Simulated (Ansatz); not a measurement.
Levels about the gap of amorphous Ga24O39La2 (65 atoms in a cell of 829 Å³, 5.16 g/cm³; zone centre alone, so wide bands show as single levels with stretches between that a denser mesh fills), at the geometry that PBE relaxed, where it gives 2.5 GPa on a denser mesh. The participation number counts the atoms over which a state spreads; weights are charges in smoothed Voronoi cells. The levels come from a single point, so bond lengths are those of that geometry. Method of the levels: PBE, scalar-relativistic without spin-orbit coupling (Ansatz, an electronic-structure program). Sampling: the zone centre alone; Fermi-Dirac width 0.02 eV; no spin polarisation. At PBE the levels at the filled edge of the gap are localised (band-tail or defect states), and the nearest spread-out levels lie 2.3 eV apart at the zone centre.

A CHGNet melt-quench gave the starting glass, which DFT then relaxed. O atoms were pushed apart under 1.9 Å during the dynamics, to hinder bonds among them. The hot cell started wider than the set density and was brought back towards it in steps. It is the lowest in DFT energy of 2 quenches. It is a model cell: composition and starting density were chosen by hand, and all elements were melted together. No dispersion term was used. Its density started from a set value of 5.16 and ended at 5.16 g/cm³. The simulated quench (nominally 220 K/ps over its main leg) is rapid and tends to freeze in more defects than a deposited or slowly cooled glass has. Values belong to this one cell and scatter from quench to quench. The volume was held where the preparation left it and the shape relaxed, at a PBE pressure of 2.5 GPa. Stress components on the final sampling reach 2.6 GPa.

```json
[
 {"E - E(highest filled), eV": "-0.66", "filling": "filled", "participation number": "20.8", "largest on": "O, 2 neighbours", "weight O": "0.94", "weight La": "0.01", "weight Ga": "0.06"},
 {"E - E(highest filled), eV": "-0.59", "filling": "filled", "participation number": "6.3", "largest on": "O, 3 neighbours", "weight O": "0.94", "weight La": "0.00", "weight Ga": "0.06"},
 {"E - E(highest filled), eV": "-0.55", "filling": "filled", "participation number": "18.5", "largest on": "O, 3 neighbours", "weight O": "0.94", "weight La": "0.00", "weight Ga": "0.05"},
 {"E - E(highest filled), eV": "-0.43", "filling": "filled", "participation number": "7.5", "largest on": "O, 2 neighbours", "weight O": "0.94", "weight La": "0.00", "weight Ga": "0.06"},
 {"E - E(highest filled), eV": "-0.32", "filling": "filled", "participation number": "8.5", "largest on": "O, 3 neighbours", "weight O": "0.95", "weight La": "0.00", "weight Ga": "0.05"},
 {"E - E(highest filled), eV": "-0.24", "filling": "filled", "participation number": "7.8", "largest on": "O, 2 neighbours", "weight O": "0.95", "weight La": "0.00", "weight Ga": "0.05"},
 {"E - E(highest filled), eV": "0.00", "filling": "filled", "participation number": "3.7", "largest on": "O, 2 neighbours", "weight O": "0.96", "weight La": "0.00", "weight Ga": "0.04"},
 {"E - E(highest filled), eV": "1.76", "filling": "empty", "participation number": "58.7", "largest on": "Ga, 4 neighbours", "weight O": "0.55", "weight La": "0.02", "weight Ga": "0.43"},
 {"E - E(highest filled), eV": "3.93", "filling": "empty", "participation number": "24.7", "largest on": "La, 5 neighbours", "weight O": "0.49", "weight La": "0.19", "weight Ga": "0.32"},
 {"E - E(highest filled), eV": "4.04", "filling": "empty", "participation number": "4.6", "largest on": "La, 5 neighbours", "weight O": "0.29", "weight La": "0.51", "weight Ga": "0.20"},
 {"E - E(highest filled), eV": "4.08", "filling": "empty", "participation number": "1.8", "largest on": "La, 5 neighbours", "weight O": "0.14", "weight La": "0.77", "weight Ga": "0.09"},
 {"E - E(highest filled), eV": "4.08", "filling": "empty", "participation number": "1.8", "largest on": "La, 5 neighbours", "weight O": "0.14", "weight La": "0.78", "weight Ga": "0.08"},
 {"E - E(highest filled), eV": "4.11", "filling": "empty", "participation number": "1.8", "largest on": "La, 5 neighbours", "weight O": "0.14", "weight La": "0.77", "weight Ga": "0.09"},
 {"E - E(highest filled), eV": "4.16", "filling": "empty", "participation number": "2.4", "largest on": "La, 5 neighbours", "weight O": "0.17", "weight La": "0.73", "weight Ga": "0.10"}
]
```

Most localised among these is the empty level at +4.08 eV, on a La atom, which has 5 neighbours (O 2.40 Å, O 2.40 Å, O 2.43 Å, O 2.45 Å, O 2.46 Å).
